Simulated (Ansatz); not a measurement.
**Ansatz (a quantum-chemistry and plane-wave program) run on Au (Pm-3m, 1 atom in the cell): self-consistent single point**

Computed with PBE, harder PAW files (source: ansatz) (plane waves; Ansatz).

This input was run:

Ansatz 0.2 input:
```yaml
# Au
crystal:
  lattice:
    - [2.641164, 0.000000, 0.000000]
    - [0.000000, 2.641164, 0.000000]
    - [0.000000, 0.000000, 2.641164]
  atoms:
    - { symbol: Au, position: [0.000000, 0.000000, 0.000000] }
basis:
  ecutwfc: 615.0 eV
kpoints:
  mp_grid: { grid: [8, 8, 8] }
hamiltonian:
  xc: pbe
  pseudopotentials: { kind: paw, source: ansatz }
scf:
  occupations: { method: fermi_dirac, width: 0.05 eV }
output:
  forces: true
  eigenvalues: true
  stress: true
```

The program printed (abridged):

```
WARN basis.ecutwfc = 615 eV is below the records' recommended cutoff, and the density's cutoff is lower with it unless basis.ecutrho_ratio is high enough to …
WARN ansatz: RAYON_NUM_THREADS=1 ignored (pool sized by the plan → 1); use --threads N
Pseudopotentials: kind: paw
Pseudopotential: Au, paw, valence charge 19
Crystal: 1 atoms, lattice volume = 18.424 Å³
Basis set: ecut = 615 eV, 619 PW (Γ), exchange–correlation on 48×48×48 points (8 copies of the dense FFT grid, shifted against one another)
Bands: 14, of which v1, the nominal top of the filled ones, is band 10 counted from 1 (9 counted from 0)
Symmetry: 48 space group operations
Space group: Pm-3m (ITA 221), of the structure as read, at distance tolerance 2.6e-5 Å
k-points: 35 of 512
Initial density: superposition of atomic densities (chi_scale 0.1, normalization cell)
Initial wavefunctions: pseudopotential atomic-orbital guess
Eigensolver: davidson
Functional: x = pbe(κ = 0.804, μ = 0.2195149727645171), c = pbe(β = 0.06672455060314922)
SCF iter   1: F=—  HF=-13180.836218 eV  |F-HF|=—  |Δ(HF+E_count)|=         —  Δρ=7.50e-2  dr2=9.53e-1  ethr=3.10e-3  ⟨swp⟩=5.3  Hψ=2390  notcnv=0
all-band conjugate gradients solve this SCF's bands
preconditioner: auto → none
SCF iter   2: F=—  HF=-13180.590156 eV  |F-HF|=—  |Δ(HF+E_count)|=   2.46e-1  Δρ=2.92e-2  dr2=1.15e-1  ethr=3.10e-3  ⟨swp⟩=2.4  Hψ=1138  notcnv=0  defer=13
SCF iter   3: F=—  HF=-13180.550565 eV  |F-HF|=—  |Δ(HF+E_count)|=   3.96e-2  Δρ=1.10e-2  dr2=7.46e-3  ethr=6.06e-4  ⟨swp⟩=2.5  Hψ=932  notcnv=0  defer=13
SCF iter   4: F=—  HF=-13180.549568 eV  |F-HF|=—  |Δ(HF+E_count)|=   9.96e-4  Δρ=1.73e-3  dr2=5.07e-4  ethr=3.93e-5  ⟨swp⟩=2.1  Hψ=644  notcnv=0  defer=13
SCF iter   5: F=—  HF=-13180.549463 eV  |F-HF|=—  |Δ(HF+E_count)|=   1.05e-4  Δρ=4.12e-4  dr2=1.50e-5  ethr=2.67e-6  ⟨swp⟩=2.4  Hψ=699  notcnv=0  defer=13
SCF iter   6: F=—  HF=-13180.549448 eV  |F-HF|=—  |Δ(HF+E_count)|=   1.47e-5  Δρ=8.00e-5  dr2=6.01e-7  ethr=7.88e-8  ⟨swp⟩=1.4  Hψ=558  notcnv=0  defer=13
SCF iter   7: F=-13180.549448 eV  HF=-13180.549448 eV  |F-HF|=1.79e-8  |Δ(HF+E_count)|=   9.02e-9  Δρ=1.40e-5  dr2=2.60e-8  ethr=5.26e-10  ⟨swp⟩=6.5  Hψ=2263  notcnv=0
SCF 1 converged in 7 iterations: F = -13180.549448 eV  dr2 = 2.60e-8
SCF converged after 7 iterations
Free energy (F): -13180.549448 eV
Harris-Foulkes:  -13180.549448 eV  (|F-HF|=1.79e-8)
Internal energy: -13180.543024 eV  (E = F + TS)
E sigma→0 (E₀):  -13180.546236 eV
Entropy (-TS):   -0.006425 eV (-6.425 meV/atom)
Fermi energy:    18.416761 eV
--- Per-component energies (eV) ---
  E_band       = -242.873970
  E_kinetic    = 893.341403
  E_local      = -3278.164705  (includes V_loc(G=0)·N_el)
  E_nonlocal   = 1148.513263
  E_hartree    = 797.826296
  E_xc         = -317.093936
  E_vxc        = -370.984329  (∫ρ·V_xc dr)
  E_paw        = -9632.816871  (= ΣΔE_a)
  E_vpaw       = -231.240397  (= ΣTr[D̂ρ^β])
  E_aug_tail   = 0.000006  (compensation charges beyond the density's cutoff)
  E_ewald      = -2792.148480
  E_smearing   = -0.006425  (= −TS)
  E_closure    = 0.000000  (closes the sum)
  Σ components = -13180.549448   (vs F -13180.549448, Δ=0.00e0)
--- Forces (eV/Å), atoms counted from 1 ---
  atom   1  Au     0.00000000    -0.00000000     0.00000000
  max |Σ_I F_I| component: 1.03e-32 eV/Å
--- Stress (GPa, compression-positive) ---
       17.581501      -0.000000       0.000000
       -0.000000      17.581501       0.000000
        0.000000       0.000000      17.581501
  P = ⅓ Tr σ = 17.5815 GPa (175.815 kbar)
  The stress holds the Pulay correction. Without it, at fixed plane waves, as pw.x and ABINIT print it: P = 17.5679 GPa
--- Band table (eV; the first three rows and the last of 35) ---
  k-point 0: bands = ["-86.7855", "-38.0085", "-38.0085", "-38.0085", "9.5475", "11.8510", "11.8510", "16.9280", "16.9280", "16.9280", "32.8523", "32.8523", "32.8523", "38.2733"]
  k-point 1: bands = ["-86.7832", "-38.0561", "-38.0047", "-38.0047", "9.9499", "11.9184", "12.2157", "16.6268", "16.6268", "16.9525", "30.2990", "33.5438", "33.5438", "39.2005"]
  k-point 2: bands = ["-86.7778", "-38.1700", "-37.9956", "-37.9956", "10.8259", "12.0856", "13.4668", "15.9663", "15.9663", "17.0122", "26.5019", "35.2886", "35.2886", "36.9290"]
  k-point 34: bands = ["-86.7396", "-38.2647", "-38.2647", "-38.2647", "12.6675", "12.6675", "12.6675", "18.4403", "18.4403", "27.3803", "27.3803", "27.3803", "28.2365", "32.6825"]
```

The run converged in 7 iterations.

The starting cell was generated: these elements placed on a structure prototype, without a prior relaxation; it need not be a known phase or ordering of this composition. Its lattice was rescaled by a random factor within 2.5 % of one. Spin-orbit coupling is off. With a pressure of about 18 GPa the cell is away from its equilibrium volume at this level. Ansatz's pressure includes its estimate of the finite-basis (Pulay) stress. The cutoff lies below the one recommended for these files.
